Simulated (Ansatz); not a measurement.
The reference is InSb in the zinc blende structure (space group F-43m, No. 216).

Space group F-43m (No. 216); a = b = c = 6.5191 Å, α = β = γ = 90.00°

| atom | site | symmetry | x | y | z |
|---|---|---|---|---|---|
| Sb | 4c | -43m | 0.2500 | 0.2500 | 0.2500 |
| In | 4a | -43m | 0.0000 | 0.0000 | 0.0000 |
(The calculation used a cell of 2 atoms; values per cell refer to that cell.)

Level of theory: DFT with PBEsol, PAW potentials and a 420 eV plane-wave cutoff in Ansatz (a quantum-chemistry and plane-wave program), without spin-orbit coupling.

For the base:

```
Property              Result
-------------------  -------
Lattice parameter a  6.519 Å
```

Perturbation: As takes the place of Sb on all its sites; the structure is relaxed again.

Tabulated Pauling electronegativity and covalent radius: Sb 2.05, 1.39 Å; As 2.18, 1.19 Å.

**Question.** What does the calculation give for the lattice parameter a after the change?

**Answer.** The lattice parameter a decreases by 0.432 Å to 6.087 Å.

Whether these cells are dynamically stable was not tested. The final runs are not spin-polarised.
